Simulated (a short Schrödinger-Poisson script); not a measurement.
Stack: MOS inversion layer, SiO2 on p-type Si(100), at 400 K.

From the gate side: 2 nm SiO2; 1500 nm Si, acceptors 8.6e16 cm⁻³.

Constants are typed, rounded textbook-type inputs, not results; the design itself was drawn at random and stands for no fabricated device. SiO2: permittivity 3.9, conduction-band edge (eV) 3.15, gap (eV) 9, electron mass (mₑ) 0.5. Si: permittivity 11.7, conduction-band edge (eV) 0, gap (eV) 1.124, Nv at 300 K (cm⁻³) 3.1e19.

Channel valleys (confinement mass, in-plane density-of-states mass, number): Δ2 0.916, 0.19, 2; Δ4 0.19, 0.417, 4. At the gate the conduction-band edge of layer 1 lies 3.43 eV − eVg above the Fermi level of the channel; the field vanishes at the back. Gaps are held at their typed values at every temperature. Mesh 0.03 nm at interfaces.

Solved with a short Schrödinger-Poisson script written for these runs: 1D Poisson equation in equilibrium, electrons quantum, Hartree (BenDaniel-Duke, 12 states a valley, the channel's in-plane mass for all, wave functions ending at the dielectric), parabolic valleys, classical holes, full ionisation, no traps, pinning or gate leakage.

| Vg (V) | electrons (cm⁻²) | C (μF/cm²) | Δ2 E0 (meV from the Fermi level) | Δ4 E0 (meV from the Fermi level) |
|---|---|---|---|---|
| 0.1 | 3.72e9 | 0.115 | 301.0 | 330.8 |
| 0.2 | 4.42e10 | 0.243 | 213.4 | 245.1 |
| 0.3 | 2.77e11 | 0.646 | 146.5 | 181.9 |
| 0.4 | 7.65e11 | 0.940 | 106.6 | 147.5 |
| 0.5 | 1.40e12 | 1.09 | 80.9 | 127.7 |
| 0.6 | 2.10e12 | 1.18 | 62.2 | 114.8 |
| 0.7 | 2.86e12 | 1.24 | 47.4 | 105.5 |
| 0.8 | 3.65e12 | 1.29 | 35.1 | 98.4 |
| 0.9 | 4.46e12 | 1.32 | 24.5 | 92.7 |
| 1 | 5.29e12 | 1.34 | 15.2 | 88.0 |
| 1.1 | 6.14e12 | 1.36 | 6.8 | 83.9 |
| 1.2 | 6.99e12 | 1.38 | -0.9 | 80.4 |
| 1.3 | 7.86e12 | 1.40 | -8.0 | 77.3 |
| 1.4 | 8.73e12 | 1.41 | -14.8 | 74.5 |
| 1.5 | 9.61e12 | 1.42 | -21.1 | 71.9 |
| 1.6 | 1.05e13 | 1.43 | -27.2 | 69.5 |
| 1.7 | 1.14e13 | 1.43 | -33.0 | 67.3 |
| 1.8 | 1.23e13 | 1.44 | -38.6 | 65.2 |

Gate voltages with under 1e9 electrons/cm² are left out.

**Question.** At Vg = 1.8 V the lowest Δ2 subband lies at -38.6 meV from the Fermi level. How many electrons does it hold, and what share of all?

**Answer.** The two-dimensional density of states is g m/(πħ²) = 1.59e11 cm⁻² meV⁻¹ (both spins), kT = 34.5 meV, so n = D kT ln(1 + exp(−E/kT)) = 7.68e12 cm⁻², 0.62 of the 1.23e13 cm⁻² in all.

**Question.** Compare the slope of the sheet density between 1.6 and 1.8 V with the geometric capacitance of the layers between gate and channel.

**Answer.** q Δn/ΔV = 1.44 μF/cm²; ε0/Σ(t/ε) = 1.73 μF/cm². The ratio is 0.84: the channel acts as a further capacitance in series.
